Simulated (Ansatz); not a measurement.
Consider a 16-atom cell of (Au,Pd) started in the face-centred cubic structure, site fractions Au 0.125, Pd 0.875, short-range order -0.05 among the nearest mixed sites of the first mixed sublattice (0 is random, a negative value favours unlike neighbours), space group Fmmm at the end, an ordered arrangement that its symmetry holds. Its start:

```
CELL_PARAMETERS angstrom
      3.97834     3.97834     3.97734
      3.97759    -3.97759     3.97734
      3.97759    -3.97759    -3.97734
ATOMIC_POSITIONS crystal
  Pd 0.00001 0.74883 0.74884
  Pd 0.25000 0.00100 0.74679
  Pd 0.00295 0.49853 0.50147
  Pd 0.49705 0.25147 0.74853
  Pd 0.25000 0.74900 0.50321
  Pd 0.75000 0.50139 0.75139
  Pd 0.00001 0.25116 0.25117
  Pd 0.49999 0.00117 0.50116
  Pd 0.25000 0.49679 0.25100
  Pd 0.75000 0.24861 0.49861
  Au 0.50342 0.74829 0.25171
  Au 0.99658 0.00171 0.99829
  Pd 0.25000 0.25321 0.99900
  Pd 0.75000 0.00139 0.25139
  Pd 0.49999 0.49884 0.99883
  Pd 0.75000 0.74861 0.99861
```

Computed with r2SCAN (plane waves to 500 eV, PAW; Ansatz, a quantum-chemistry and plane-wave program). Scalar-relativistic, without spin–orbit coupling. Its k-point mesh 6×6×6, Fermi–Dirac width 0.05 eV.

Q: Predict the alloy's volume and bond lengths.

A: 
```
Quantity                                                                                          Value
---------------------------------------------------------  --------------------------------------------
volume per atom                                                                                15.25 Å³
Pd–Pd bonds (within 1.22 times the sum of covalent radii)  2.779 Å on average, from 2.752 to 2.816 (73)
Au–Pd bonds (within 1.22 times the sum of covalent radii)  2.796 Å on average, from 2.783 to 2.812 (22)
Au–Au bonds (within 1.22 times the sum of covalent radii)   2.817 Å on average, from 2.817 to 2.817 (1)
```
